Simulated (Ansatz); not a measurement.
CsCl-type NiTi (cubic form, which distorts at low temperature) was calculated with PBEsol (PAW; Ansatz, a program for electronic structure).

Numerical settings: plane-wave cutoff 520 eV, 18×18×18 k mesh, Fermi–Dirac smearing 0.05 eV, spin-polarised start, scalar-relativistic PAW data made under PBE.

The volume scan:

| V (Å³/atom) | E − E_lowest (meV/atom) | P (GPa) |
|---|---|---|
| 12.316 | 28.86 | 12.41 |
| 12.578 | 12.37 | 7.83 |
| 12.840 | 2.98 | 3.71 |
| 13.102 | 0.00 | 0.00 |
| 13.364 | 2.78 | -3.34 |
| 13.626 | 10.76 | -6.36 |
| 13.888 | 23.41 | -9.07 |

What bulk modulus B0 and pressure derivative B′ does a third-order Birch–Murnaghan fit give?

V0 = 13.102 Å³/atom, B0 = 176 GPa, B′ = 4.2 (fit to the energies at full precision).

Note: the starting moments vanished in the run, and other orders were not tried; symmetry holds this phase in the static calculation, where it need not be a minimum; the relaxation could not lower the start's symmetry, so the cell can be a saddle point above a distorted one.

The computed numbers hold no vibrational or temperature effects.
